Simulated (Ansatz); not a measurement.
# zincblende BeTe (F-43m) under biaxial stress in the (001) plane

Cell and atoms are relaxed with PBEsol to each stress (compression positive); bands and masses by PBEsol with spin-orbit coupling, rigid bands (plane waves, PAW; Ansatz, a program for electronic structure). Strains are changes of length against the unloaded cell.

```cif
data_BeTe
_chemical_formula_sum 'Be1 Te1'
_space_group_name_H-M_alt 'P 1'
_space_group_IT_number 1
_cell_length_a 3.96315
_cell_length_b 3.96315
_cell_length_c 3.96315
_cell_angle_alpha 60.000
_cell_angle_beta 60.000
_cell_angle_gamma 60.000
loop_
_space_group_symop_operation_xyz
  'x, y, z'
loop_
_atom_site_label
_atom_site_type_symbol
_atom_site_fract_x
_atom_site_fract_y
_atom_site_fract_z
_atom_site_occupancy
Be1 Be 0.00000 0.00000 0.00000 1
Te1 Te 0.75000 0.75000 0.75000 1
```

```tsv
stress (GPa)	strain [001] (%)	strain [100] (%)	gap (eV)	mₑ* [001]	mₑ* [100]	mₕ* [001]	mₕ* [100]
-2.00	-1.64	1.99	1.373	1.57	0.28	0.31	0.39
-1.00	-0.78	0.96	1.458	1.36	0.27	0.37	0.41
0	0	0	1.541	0.36	0.36	0.38	0.38
1.00	0.71	-0.89	1.444	0.27	0.44	0.42	0.38
2.00	1.36	-1.73	1.352	0.27	0.44	0.39	0.33
```

[001] is the normal of the loaded plane; [010] strains as [100]. Masses are conductivity masses at 300 K in electron masses.

**Question.** From the two loads next to zero, find the biaxial modulus and the ratio of out-of-plane to in-plane strain.

**Answer.** Between -1.00 and 1.00 GPa the strain along [100] changes by -1.85 % and that along [001] by 1.49 %. The modulus is 2.00/0.0185 = 108 GPa and the ratio of the strains 0.81 (PBEsol, atoms relaxed). For a cubic (001) plane the ratio is 2C₁₂/C₁₁ and the modulus C₁₁ + C₁₂ − 2C₁₂²/C₁₁, which gives C₁₁ ≈ 100 GPa and C₁₂ ≈ 40 GPa.

**Question.** How fast does the gap move on either side of zero load?

**Answer.** Under tension, (1.458 − 1.541) eV over -1.00 GPa = 83 meV/GPa, or about -8.6 eV per unit strain; under compression, (1.444 − 1.541) eV over 1.00 GPa = -97 meV/GPa, or about 11 eV per unit strain. The two slopes part by 180 meV/GPa; gaps are resolved to about 0.01 eV, which allows 20 meV/GPa, so they differ, even in sign: the gap has a turning point near zero load.

**Question.** Take the carrier density and the relaxation time as fixed, so that ρ ∝ m*. What gauge factor (Δρ/ρ)/ε follows for current along [100] at the loads next to zero?

**Answer.** electrons at -1.00 GPa: (0.27/0.36 − 1)/0.0096 ≈ -26; electrons at 1.00 GPa: (0.44/0.36 − 1)/-0.0089 ≈ -25. These are means over a finite load; the small-strain gauge factor differs, most where the load has already emptied the upper valleys or bands. Carriers and loads whose mass moves by under 12 % aren't resolved and aren't listed. The change of shape, which adds a term of order 1 to 2, and that of the scattering between valleys or bands are left out.

Masses are those of dilute carriers in rigid bands with one relaxation time, without polarons. Third decimals of gaps are kept for the arithmetic. Every relaxation keeps the zincblende phase (space group I-4m2 under this load), so a transition, a distortion that breaks the symmetry or fracture can't show.
